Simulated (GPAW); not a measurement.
Band structure of CaSe (Fm-3m, 2 atoms in the cell).

```yaml
crystal:
  lattice:
    - [0.00000, 3.04004, 3.04004]
    - [3.04004, 0.00000, 3.04004]
    - [3.04004, 3.04004, 0.00000]
  atoms:
    - { symbol: Ca, position: [0.00000, 0.00000, 0.00000] }
    - { symbol: Se, position: [0.50000, 0.50000, 0.50000] }
```

Computed with PBE, GPAW PAW datasets PBE (gpaw-data 1.0.1) (plane waves; GPAW).

Settings: mode = pw; ecut = 550 eV; xc = PBE; kpts = 6 6 6; mesh shift (steps) = 0 0 0; occupations.name = fermi-dirac; occupations.width = 0 eV; nbands = -8; convergence.forces = 0.001 eV/Å; convergence.bands = -6; symmetry.symmorphic = false; symmetry.tolerance = 0.0005; maxiter = 150; bandpath_npoints = 40.

The starting cell comes from a database of computed structures (which also holds hypothetical and non-ambient phases and stackings), without a prior relaxation at this level. Its lattice was rescaled by a random factor within 2.5 % of one.

Task: Predict the gap along the standard path and the places of the band edges.

Result: The gap along the path is 2.22 eV, from Γ to X; the smallest direct gap on it is 2.93 eV.

Levels in eV from the top of the valence band on the SCF mesh, bands 5 to 12:
```csv
point,5,6,7,8,9,10,11,12
Γ,-11.51,0.00,0.00,0.00,2.93,3.72,3.72,3.72
X,-11.02,-2.31,-0.86,-0.86,2.22,4.70,4.86,5.63
W,-10.96,-1.80,-1.80,-1.49,4.31,4.31,5.00,5.38
K,-10.97,-2.06,-1.85,-0.99,3.31,5.36,5.44,5.45
L,-10.96,-2.98,-1.02,-1.02,4.37,5.22,5.26,5.26
U,-10.97,-2.06,-1.85,-0.99,3.31,5.36,5.44,5.45
```
